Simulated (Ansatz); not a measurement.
**Spinel CoV2O4**

Level of theory: PBEsol in Ansatz (plane waves, PAW).

Settings: plane-wave cutoff 520 eV, 12×12×12 k mesh, Fermi–Dirac smearing 0.05 eV, spin-polarised with parallel moments, scalar-relativistic PAW data made under PBE.

Cell (relaxed at this level):

```xyz
14
Lattice="0.0000 4.1191 4.1191 4.1191 0.0000 4.1191 4.1191 4.1191 0.0000" Properties=species:S:1:pos:R:3 pbc="T T T"
V      3.0893     5.1488     3.0893
V      5.1488     3.0893     3.0893
V      3.0893     3.0893     5.1488
V      5.1488     5.1488     5.1488
Co     0.0000     0.0000     0.0000
Co     2.0595     2.0595     2.0595
O      5.0771     3.1611     5.0771
O      7.1366     5.2206     5.2206
O      5.0771     5.0771     3.1611
O      5.2206     7.1366     5.2206
O      3.1611     3.1611     3.1611
O      7.1366     7.1366     7.1366
O      3.1611     5.0771     5.0771
O      5.2206     5.2206     7.1366
```
Starting moments (μB, in the order of the record's atoms V V V V Co Co O O O O O O O O): 2.0 2.0 2.0 2.0 3.0 3.0 0.0 0.0 0.0 0.0 0.0 0.0 0.0 0.0.

For spinel CoV2O4, the bulk modulus is 189 GPa and the pressure derivative B′ of the bulk modulus is 3.3.

Note: the magnetic order was assumed, not searched for or taken from measurement; the volume lies 6 % below that of the published cell; functionals without U or exact exchange can leave correlated insulators metallic, so the missing gap need not be real.

Ansatz is a first-principles code.
